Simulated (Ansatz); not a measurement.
An Ansatz (an electronic-structure program) run: Ti3Al with a change (Al → Y); PBEsol (Ansatz, PAW, scalar-relativistic without spin-orbit coupling).

Input:

Ansatz 0.2 input:
```yaml
crystal:
  lattice:
    - [6.2285160607, 0, 0]
    - [-3.1142580303, 5.3940531364, 0]
    - [0, 0, 4.7465509035]
  atoms:
    - { symbol: Ti, position: [0.8481972175, 0.6963944351, 0.25] }
    - { symbol: Ti, position: [0.1518027825, 0.8481972175, 0.75] }
    - { symbol: Ti, position: [0.3036055649, 0.1518027825, 0.25] }
    - { symbol: Ti, position: [0.1518027825, 0.3036055649, 0.75] }
    - { symbol: Ti, position: [0.8481972175, 0.1518027825, 0.25] }
    - { symbol: Ti, position: [0.6963944351, 0.8481972175, 0.75] }
    - { symbol: Y, position: [0.3333333333, 0.6666666667, 0.25] }
    - { symbol: Y, position: [0.6666666667, 0.3333333333, 0.75] }
basis: { ecutwfc: 420, ecutrho_ratio: 4, xc_grid: 2, fft_grid_basis: typed }
kpoints: { mp_grid: { grid: [9, 9, 10] } }
hamiltonian:
  xc: pbesol
  dispersion: none
  pseudopotentials: { kind: paw }
scf: { occupations: { method: fermi_dirac, width: 0.05 }, convergence: { dr2_threshold: 0.0000000008 } }
output: { forces: true, stress: true }
checkpoint: { write: state.ck, write_every: 1000 }
```

Output (explanatory and most iteration lines left out):

```
Pseudopotential: Ti, paw, valence charge 12
Pseudopotential: Y, paw, valence charge 11
Crystal: 8 atoms, lattice volume = 159.470 Å³
Basis set: ecut = 420 eV, 3087 PW (Γ), exchange–correlation on 90×90×64 points (8 copies of the dense FFT grid, shifted against one another)
Bands: 57, of which v1, the nominal top of the filled ones, is band 47 counted from 1 (46 counted from 0)
Symmetry: 24 space group operations
Space group: P63/mmc (ITA 194), of the structure as read, at distance tolerance 5.4e-5 Å
k-points: 72 of 810
Functional: x = pbesol(κ = 0.804, μ = 0.12345679012345678), c = pbesol(β = 0.046)
SCF iter   1: F=—  HF=-22432.234628 eV  |F-HF|=—  |Δ(HF+E_count)|=         —  Δρ=7.94e-3  dr2=1.12e-1  ethr=1.77e-3  ⟨swp⟩=7.2  Hψ=17168  notcnv=0
SCF iter   2: F=—  HF=-22432.215134 eV  |F-HF|=—  |Δ(HF+E_count)|=   1.95e-2  Δρ=3.45e-3  dr2=2.12e-2  ethr=1.19e-4  ⟨swp⟩=2.5  Hψ=6317  notcnv=0
SCF 1 converged in 9 iterations: F = -22432.210955 eV  dr2 = 3.35e-11
SCF converged after 9 iterations
Free energy (F): -22432.210955 eV
Internal energy: -22432.133211 eV  (E = F + TS)
E sigma→0 (E₀):  -22432.172083 eV
Entropy (-TS):   -0.077743 eV (-9.718 meV/atom)
Fermi energy:    12.412494 eV
--- Forces (eV/Å), atoms counted from 1 ---
  atom   1  Ti    -0.00000000    -0.00028372    -0.00000000
  atom   2  Ti     0.00024571    -0.00014186     0.00000000
  atom   3  Ti     0.00024571     0.00014186     0.00000000
  atom   4  Ti     0.00000000     0.00028372     0.00000000
  atom   5  Ti    -0.00024571     0.00014186     0.00000000
  atom   6  Ti    -0.00024571    -0.00014186    -0.00000000
  atom   7  Y      0.00000000    -0.00000000    -0.00000000
  atom   8  Y     -0.00000000     0.00000000     0.00000000
--- Stress (GPa, compression-positive) ---
        0.002212      -0.000000       0.000000
       -0.000000       0.002212       0.000000
        0.000000       0.000000       0.002593
  P = ⅓ Tr σ = 0.0023 GPa (0.023 kbar)
```

No phonon test of stability was made. All final runs are without spin polarisation. The cell was made from Ti3Al by this change: Al → Y; the result is a hypothetical phase, not in the database extracts checked.
